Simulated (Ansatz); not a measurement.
Take HgTe in the zinc blende structure (space group F-43m, No. 216; a = 6.435 Å) as the base. Axes: x, y, z lie along the cube axes.

The values are results of Ansatz (a quantum-chemistry and plane-wave program), LDA, PAW, cutoff 420 eV, no spin-orbit coupling, not measurements.

Strains are applied to the cell and any free atomic positions relax; under biaxial strain the out-of-plane vector relaxes too.

One change was made to it. Results:

```json
[
 {"quantity": "pressure (mean of the normal stresses, compression positive)", "base": "0.0 GPa", "after": "-0.4 GPa"},
 {"quantity": "energy relative to the base (free energy F)", "base": "0 meV/atom", "after": "+1.8 meV/atom"},
 {"quantity": "shortest interatomic distance", "base": "2.786 Å", "after": "2.795 Å"}
]
```

### Question
Which change produced these results?
A. biaxial strain −2.50 %, plane normal [001], relaxed out of plane
B. biaxial strain −0.50 %, plane normal [001], relaxed out of plane
C. biaxial strain +0.50 %, plane normal [001], relaxed out of plane
D. biaxial strain +1.50 %, plane normal [001], relaxed out of plane
E. biaxial strain +3.00 %, plane normal [001], relaxed out of plane

### Answer
D, biaxial strain +1.50 %, plane normal [001], relaxed out of plane. For comparison, the energy relative to the base in the other runs: biaxial strain −2.50 %, plane normal [001], relaxed out of plane gives +5.6 meV/atom; biaxial strain −0.50 %, plane normal [001], relaxed out of plane gives +0.2 meV/atom; biaxial strain +3.00 %, plane normal [001], relaxed out of plane gives +7.2 meV/atom; biaxial strain +0.50 %, plane normal [001], relaxed out of plane gives +0.2 meV/atom.

The mesh was chosen for an insulator and is coarse for the gapless case. Stability against distortions was not tested. The final runs are not spin-polarised.
